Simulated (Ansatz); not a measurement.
The starting structures come from a database of crystals and need not be the phases stable at ambient conditions.

 Where the default PAW files enter, the runs use the earlier of Ansatz's two default sets.

Inside the gap of an insulator the Bloch states are evanescent, with a wavenumber k + iκ along the transport direction.

Here is the system:

```
TlF
1.0
    5.35764     0.00000     0.00000
    2.67882     6.72569    -0.08568
    2.67882    -1.03549     2.47059
Tl F
2 2
Direct
  0.25375   0.74625   0.24625
  0.24625   0.25375   0.75375
  0.64816   0.85184   0.35184
  0.85184   0.14816   0.64816
```

Space group of this cell: P4/nmm. The cell was relaxed by PBE-D3(BJ); by r2SCAN its mean pressure is -1.2 GPa.

Transport runs along the normal of the first two printed cell vectors, the (111) plane of the conventional cell.

The gap is the functional's own, uncorrected, and κ follows it; spin-orbit coupling is left out. Mid-gap values are interpolated between the computed energies.

Task: Estimate the band gap and the smallest decay constant κ at mid-gap that r2SCAN run with Ansatz (a quantum-chemistry and plane-wave program) returns for this system.

Result: Gap 3.35 eV on a 12×12×12 mesh; κ = 0.302 1/Å, at (0.500, 0.000) of the in-plane reciprocal vectors. At the zone centre, at the nearest computed energy, the slowest state has κ = 0.39 1/Å.
